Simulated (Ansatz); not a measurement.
The starting structures come from a database of crystals and need not be the phases stable at ambient conditions.

**Evanescent states of YF$_{3}$ (P-3c1, not sure to be the ambient phase, 24 atoms a cell, 11.4 Å³ an atom) along the normal of (001)**

All values below come from r2SCAN (plane waves, PAW; Ansatz, a first-principles code).

The gap is the functional's own. No spin-orbit coupling. Mid-gap values are interpolated on the energy grid.

Energies count from the valence-band top; κ is the least over a 6×6 mesh across the current.

```
E (eV)  κ (1/Å)  where
------  -------  -----
0.19      0.270      Γ
0.57      0.351      Γ
0.95      0.405      Γ
1.33      0.446      Γ
1.71      0.478      Γ
2.09        ___      Γ
2.47        ___      Γ
2.85        ___      Γ
3.23        ___      Γ
3.61        ___      Γ
3.99        ___      Γ
4.37        ___      Γ
4.75        ___      Γ
5.13        ___      Γ
5.51        ___      Γ
5.89        ___      Γ
6.27        ___      Γ
6.65      0.501      Γ
7.03      0.478      Γ
7.41      0.450      Γ
7.79      0.415      Γ
8.17      0.342      Γ
```

Q: Some entries are withheld; supply them.

A: 
- 2.09, κ (1/Å): 0.502
- 2.47, κ (1/Å): 0.522
- 2.85, κ (1/Å): 0.536
- 3.23, κ (1/Å): 0.547
- 3.61, κ (1/Å): 0.555
- 3.99, κ (1/Å): 0.559
- 4.37, κ (1/Å): 0.560
- 4.75, κ (1/Å): 0.558
- 5.13, κ (1/Å): 0.553
- 5.51, κ (1/Å): 0.545
- 5.89, κ (1/Å): 0.534
- 6.27, κ (1/Å): 0.519
